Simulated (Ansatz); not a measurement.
OsO4 (within 0.1 Å of I-43m, No. 217, 5 atoms in the cell; start mp-551905) was calculated with PBEsol in Ansatz (plane waves, PAW).

Run with plane-wave cutoff 500 eV, 10×10×10 k mesh, gaussian smearing 0.02 eV, no spin polarisation, scalar-relativistic PAW data made under PBE.

Cell (relaxed at this level):

```cif
data_O4Os
_chemical_formula_sum 'Os1 O4'
_space_group_name_H-M_alt 'P 1'
_space_group_IT_number 1
_cell_length_a 5.02490
_cell_length_b 5.02490
_cell_length_c 5.80166
_cell_angle_alpha 125.243
_cell_angle_beta 125.243
_cell_angle_gamma 70.503
loop_
_space_group_symop_operation_xyz
  'x, y, z'
loop_
_atom_site_label
_atom_site_type_symbol
_atom_site_fract_x
_atom_site_fract_y
_atom_site_fract_z
_atom_site_occupancy
Os1 Os 0.00007 0.99993 0.50000 1
O1 O 0.33900 0.99983 0.49997 1
O2 O 0.00017 0.66100 0.50003 1
O3 O 0.99979 0.33865 0.83872 1
O4 O 0.66135 0.00021 0.16128 1
```

Problem. Predict the band gap.

Solution. 
- band gap = 3.36 eV (on the SCF k mesh)

Spin–orbit coupling is not included.

Static lattice: no zero-point or thermal effects.

A start named mp-… is a Materials Project structure, which need not be a measured phase.

Ansatz is a quantum-chemistry and plane-wave program.
